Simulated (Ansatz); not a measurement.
Seebeck coefficient (μV/K, mean over directions) of p-type BP (F-43m) against carrier density, PBE with spin-orbit coupling, rigid bands (Ansatz, an electronic-structure program). Computed gap 1.21 eV; densities at which minority carriers matter at this gap, or further valleys turn the trend, are left out. Conductivity mass 0.43 mₑ (harmonic mean over directions), N_v = 2.5e19 cm⁻³ at 300 K.

| hole density | 300 K | 500 K |
|---|---|---|
| 1e16 cm⁻³ | 918 | 988 |
| 1e17 cm⁻³ | 720 | 790 |
| 1e18 cm⁻³ | 521 | 591 |
| 3e18 cm⁻³ | 427 | 497 |
| 1e19 cm⁻³ | [?] | 394 |
| 3e19 cm⁻³ | 237 | 302 |
| 1e20 cm⁻³ | 149 | 205 |
| 3e20 cm⁻³ | [?] | [?] |
| 1e21 cm⁻³ | 38 | 63 |

Task: Fill in the missing entries.

Result: 
- 1e19 cm⁻³, 300 K: 326
- 3e20 cm⁻³, 300 K: 83
- 3e20 cm⁻³, 500 K: 126

Rigid bands with a gap fixed in temperature, one relaxation time for all states, no polarons or phonon drag, and whether or not such doping can be reached. Geometry: cell and atoms relaxed with PBEsol.
